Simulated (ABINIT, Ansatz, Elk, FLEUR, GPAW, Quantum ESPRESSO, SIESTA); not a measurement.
One structure in several programs: LiFeAs (P4/nmm, 6 atoms in the cell)

Self-consistent single point.

```
LiFeAs
1.0
    3.67266     0.00000     0.00000
    0.00000     3.67266     0.00000
    0.00000     0.00000     6.57666
Li Fe As
2 2 2
Direct
  0.50000   0.00000   0.84347
  0.00000   0.50000   0.15653
  0.00000   0.00000   0.50000
  0.50000   0.50000   0.50000
  0.50000   0.00000   0.24916
  0.00000   0.50000   0.75084
```
Moments meant for the start (each program seeds them in its own way; μB, in the order of the atoms Li Li Fe Fe As As): 0.0 0.0 4.0 4.0 0.0 0.0.

All programs got the same cell, k-point mesh and kind of occupations, and the same starting moments (in Ansatz's words: kpoints.mp_grid.grid = 5 5 3; magnetization.spin_polarized = true; scf.occupations.method = fermi_dirac; scf.occupations.width = 0.1 eV); potentials, basis and cutoffs are each program's usual ones.

| code | model | pressure (GPa) | largest force (eV/Å) | size of the net moment (μB/atom) | k-points | cutoff |
|---|---|---|---|---|---|---|
| SIESTA | GGA PBEsol, numerical atomic orbitals DZP, PseudoDojo PBEsol standard norm-conserving potentials (rewritten from UPF to PSML) | -4.15 | 0.249 | 0.71 | 38 | grid 300 Ry |
| Ansatz | PBEsol, PAW files made with PBE | -6.27 | 0.977 | 0.63 | 12 | default |
| Elk | PBEsol, all-electron FP-LAPW, Elk's shipped species files, APW+lo basis with extra local orbitals | – | – | 0.63 | 12 | rgkmax 7.5 |
| FLEUR | PBEsol, all-electron FLAPW (FLEUR), scalar-relativistic valence | – | 0.934 | 0.63 | 12 | Kmax 4 1/bohr |
| Quantum ESPRESSO | PBEsol, PseudoDojo standard norm-conserving (PBESOL) pseudopotentials | -5.47 | 0.794 | 0.68 | 12 | 90 Ry |
| ABINIT | PBEsol, norm-conserving pseudopotentials (PseudoDojo nc-sr-04 PBEsol standard) | -5.46 | 0.794 | 0.68 | 12 | 1225 eV |
| GPAW | PBEsol, GPAW PAW datasets PBEsol (made by gpaw-setup) | -5.56 | 0.864 | 0.63 | 12 | 800 eV |

Size of the force on each atom (eV/Å): Sizes of forces hide their directions.

```csv
code,Li1,Li2,Fe3,Fe4,As5,As6
SIESTA,0.066,0.066,0.000,0.000,0.249,0.249
Ansatz,0.085,0.085,0.000,0.000,0.977,0.977
FLEUR,0.086,0.086,0.000,0.000,0.934,0.934
Quantum ESPRESSO,0.064,0.064,0.000,0.000,0.794,0.794
ABINIT,0.064,0.064,0.000,0.000,0.794,0.794
GPAW,0.078,0.078,0.000,0.000,0.864,0.864
```

A dash marks a value that a program does not give, or that is left out as unsure.

The spread over the programs that give each value: pressure within 2.12 GPa; largest force within 0.728 eV/Å; size of the net moment within 0.08 μB/atom.

The starting cell comes from a database of computed structures (which also holds hypothetical and non-ambient phases and stackings), without a prior relaxation at this level. On Ansatz's run: The magnetic order is the one reached from the typed start; others were not searched systematically. In the base run, with a pressure of about -6 GPa the cell is away from its equilibrium volume at this level. Without a gap this mesh is coarse (it stands for a supercell whose shortest vector is 18 Å).

Why do the programs differ, and what cannot be compared?

Differences of this kind can come from the potentials, where these differ, and from what each basis and cutoff leave unconverged. The valence holds different numbers of electrons (SIESTA 68, Ansatz (an electronic-structure program) 68, FLEUR 64, Quantum ESPRESSO 68, ABINIT 68, GPAW 28). The zero of total energies and Fermi levels follows the potentials and each program's conventions, so they are not compared here. SIESTA uses small atom-centred bases, whose incompleteness enters pressures, forces and empty levels differently from a plane-wave cutoff. Elk and FLEUR treat all electrons, but the usual bases taken here (sphere radii, linearisation, local orbitals, empty states) were not tested for convergence, so the values are no reference for the others. Ansatz's pressure is given at a fixed set of plane waves, as the other plane-wave codes print theirs; with its correction for the finite basis it is -6.21 GPa. Site moments depend on each program's spheres or projections; the total moment of the cell does not. The programs reduce the same mesh by symmetry to different extents, which changes the work and not the result. In the pressure, SIESTA (by 1.36) lies more than 1 GPa from the median of the plane-wave programs. In the force vectors, SIESTA (by 0.580), Ansatz (by 0.148) and FLEUR (by 0.105) lie more than 0.08 eV/Å from the median of the plane-wave programs.

The shared mesh is coarse (it stands for a supercell whose shortest vector is 18 Å), so the values are not converged in it.

Keys are those of Ansatz 0.2.
